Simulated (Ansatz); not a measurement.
Input:

```
CELL_PARAMETERS angstrom
      4.30194     0.00000     0.00000
     -2.15097     3.72559     0.00000
      0.00000     0.00000     7.10528
ATOMIC_POSITIONS crystal
  Cd 0.33333 0.66667 0.00132
  Cd 0.66667 0.33333 0.50132
  Se 0.33333 0.66667 0.37468
  Se 0.66667 0.33333 0.87468
```

No spin polarisation.

Method: PBEsol (Ansatz, a first-principles code; PAW; 420 eV plane waves; spin-orbit coupling left out). Γ-centred 9×9×5 mesh, Fermi–Dirac width 0.05 eV.

### Question
Estimate the gap character.

### Answer
Direct at Γ.

### Question
What pressure (mean of the normal stresses, compression positive) does the calculation give?

### Answer
-0.61 GPa.

### Question
What is the computed space group?

### Answer
P6_3mc (No. 186).

The cells carry an imposed strain or load. No phonon test of stability was made. The cell was made from CdSe in the wurtzite structure (space group P6_3mc, No. 186) by this change: uniaxial strain ε_zz = +1.20 %.
